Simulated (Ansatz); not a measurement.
Functionals compared on CO on the 1x1 (100) surface of monoclinic HfO2 (cut with top plane 2 O), one in a 1x1 cell, started at the site 'hollow O-O-O over O at depth 6.8 Å', in Ansatz (plane waves, PAW). The structure was relaxed with PBE; the other rows are single points on it, each with its references at the same level. Cutoff 420 eV (500 eV for r2SCAN). HSE06 used the coarser mesh 3x3x1.

Host crystal: monoclinic HfO2, with a band gap (PBE, scalar-relativistic without spin-orbit coupling).

Slab: 26 atoms, 9.3 Å thick at the start under the adsorbate (thin: gaps and levels are the slab's own); k 4x4x1, smearing 0.01 eV, dipole-corrected; 12 atoms held, the rest relaxed; no symmetry held; no spin, no spin-orbit, no U, no dispersion correction. At the end it is bonded to Hf. In PBE it is, or lies within 0.03 eV of, the lowest of the starts that converged. These notes are the PBE run's. Adsorption energies are against CO(g). A negative adsorption energy means that the adsorbate is more stable on the surface than in its reference.

A dash marks a value that is undefined for that row or was read on another mesh.

| functional | adsorption energy (eV) | gap of the slab on its k-mesh (eV) | highest filled level below the top vacuum level (eV) | rough cost of the single point |
|---|---|---|---|---|
| PBE | -0.54 | 3.01 | 6.37 | – |
| RPBE | -0.34 | 3.04 | 6.24 | about 3 core-minutes (a rough figure) |
| r2SCAN | -0.66 | 3.45 | 6.75 | about 5 core-minutes (a rough figure) |
| HSE06 | -0.52 | – | – | very roughly 40 core-minutes |

Ansatz is a quantum-chemistry and plane-wave program.
